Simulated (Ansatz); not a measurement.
Base system: BN in the zinc blende structure (space group F-43m, No. 216; a = 3.610 Å). Axes: x, y, z lie along the cube axes.

Computed with Kohn–Sham DFT with the r2SCAN functional, run in Ansatz (a quantum-chemistry and plane-wave program) with PAW and 500 eV plane waves, no spin-orbit coupling.

Strains are applied to the cell and any free atomic positions relax; under biaxial strain the out-of-plane vector relaxes too.

One change was made to it. Results:

The energy increases by 10 meV/atom; the band gap decreases by 0.44 eV to 4.56 eV.

**Question.** Which change produced these results?
(A) isotropic strain −1.26 %
(B) biaxial strain −2.72 %, plane normal [110], relaxed out of plane
(C) uniaxial strain ε_yy = −2.55 %

**Answer.** C, uniaxial strain ε_yy = −2.55 %. For comparison, the band gap in the other runs: isotropic strain −1.26 % gives 5.05 eV; biaxial strain −2.72 %, plane normal [110], relaxed out of plane gives 4.67 eV.

Stability against distortions was not tested.
